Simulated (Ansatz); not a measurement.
Start from MgB$_{2}$ (space group P6/mmm, No. 191; relaxed with 0.1 eV smearing).

```xyz
3
Lattice="3.0640 0.0000 0.0000 -1.5320 2.6535 0.0000 0.0000 0.0000 3.4977" Properties=species:S:1:pos:R:3 pbc="T T T"
Mg     0.0000     0.0000     0.0000
B      1.5320     0.8845     1.7488
B      0.0000     1.7690     1.7488
```

Cartesian axes are those of the cell as printed.

All numbers come from PBEsol in Ansatz (plane waves to 420 eV, PAW, no spin-orbit coupling).

For the base:

```
Item        Value
--------  -------
Pressure  0.0 GPa
```

Modification: biaxial strain +3.00 %, plane normal [001], relaxed out of plane (Cartesian); in-plane vectors clamped, the third vector and the atoms free.

Question: What happens to the out-of-plane strain?

Answer: The out-of-plane strain amounts to -0.92 %.

Question: Estimate the effect on the pressure.

Answer: The pressure (mean of the normal stresses, compression positive) goes from zero to -8.5 GPa.

No phonon test of stability was made. All final runs are without spin polarisation.

Ansatz is a program for electronic structure.
